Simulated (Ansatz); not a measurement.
Consider Ba in the bcc (W type) structure (space group Im-3m, No. 229).

```
CELL_PARAMETERS angstrom
     -2.44026     2.44026     2.44026
      2.44026    -2.44026     2.44026
      2.44026     2.44026    -2.44026
ATOMIC_POSITIONS crystal
  Ba 0.00000 0.00000 0.00000
```

The other end (x = 1) is Cs in the bcc (W type) structure (space group Im-3m, No. 229): 108.48 Å³/atom, gap zero.

The values are results of plane-wave PAW DFT at the PBEsol level (Ansatz, an electronic-structure program, 420 eV), no spin-orbit coupling, not measurements.

Cs replaces a fraction x of Ba; each row is one arrangement (x, atoms in the cell, starting space group or random), fully relaxed.

One change was made to it. Results:

```json
[
 {"quantity": "deviation of the volume from the linear (Vegard-type) interpolation", "base": "–", "after": "-5.4 %"},
 {"quantity": "mixing energy (to 0.01 eV only: unlike meshes or grids)", "base": "–", "after": "+0.16 eV/atom"}
]
```

**Question.** Which change produced these results?
(A) x(Cs) = 0.75, 4 atoms, Fm-3m
(B) x(Cs) = 0.5, 4 atoms, Cmme
(C) x(Cs) = 0.25, 4 atoms, P4/mmm
(D) x(Cs) = 0.5, 2 atoms, Cmmm
(E) x(Cs) = 0.75, 4 atoms, Cmmm

**Answer.** A, x(Cs) = 0.75, 4 atoms, Fm-3m. For comparison, the deviation of the volume from the linear in the other runs: x(Cs) = 0.75, 4 atoms, Cmmm gives -6.7 %; x(Cs) = 0.5, 4 atoms, Cmme gives -9.1 %; x(Cs) = 0.5, 2 atoms, Cmmm gives -10.4 %; x(Cs) = 0.25, 4 atoms, P4/mmm gives -8.6 %.

These are small ordered cells, not random alloys; other orderings at the same x differ. Stability against distortions was not tested. The base started in Cmcm and relaxed to Im-3m at this level. All final runs are without spin polarisation. An odd electron count without spin: Cs3Ba, CsBa and CsBa3.
